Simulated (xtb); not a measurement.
xtb 6.7.1, GFN1-xTB: Mg(OH)2(NH3)2 ([NH3]->[Mg](<-[NH3])([OH])[OH]), 13 atoms. The geometry is a generated start, not checked to be a minimum at this level.

```json
{
 "method": "GFN1-xTB",
 "--acc": "1 (default)",
 "--etemp (K)": "300 (default)",
 "detailed input (--input)": "none: ANC optimiser, Lindh (1995) Hessian, microcycle=20, maxdispl=1.0, hlow=0.01 (default)",
 "basis_functions": "36",
 "valence_electrons": "32"
}
```

```xyz
13

Mg     0.0847     0.3195     0.3437
O      1.7698     0.5279     0.6838
H      2.4069     1.1835     0.9320
O     -1.2810     1.1538     1.0094
H     -1.5909     1.5490     1.8138
N      0.2561    -1.7689     0.5121
H      0.1889    -2.4531    -0.2315
H      0.0367    -2.2111     1.3958
H      1.2123    -1.4310     0.5620
N     -0.5863     0.6623    -1.6114
H     -1.3174     1.0480    -1.0217
H     -1.0050    -0.0024    -2.2507
H     -0.1746     1.4225    -2.1372
```

The structure is relaxed from this start with --opt LEVEL for the levels crude, sloppy, loose, lax, normal, tight, vtight, extreme, once each. Up to the end of the extreme run atoms move by at most 0.26 Å along an axis.

Q: Which level is enough to come within 1 meV of the tightest end point?

A: normal: 17 cycles against 29, ending 0.23 meV above.

| level | cycles | energy above the extreme run (meV) | gradient norm (eV/Å) |
|---|---|---|---|
| crude | 5 | 20 | 0.44 |
| sloppy | 9 | 2.7 | 0.13 |
| loose | 10 | 1.7 | 0.096 |
| lax | 11 | 1.3 | 0.065 |
| normal | 17 | 0.23 | 0.031 |
| tight | 22 | 0.029 | 0.0067 |
| vtight | 28 | under 0.01 | 0.0022 |
| extreme | 29 | — | 0.0014 |
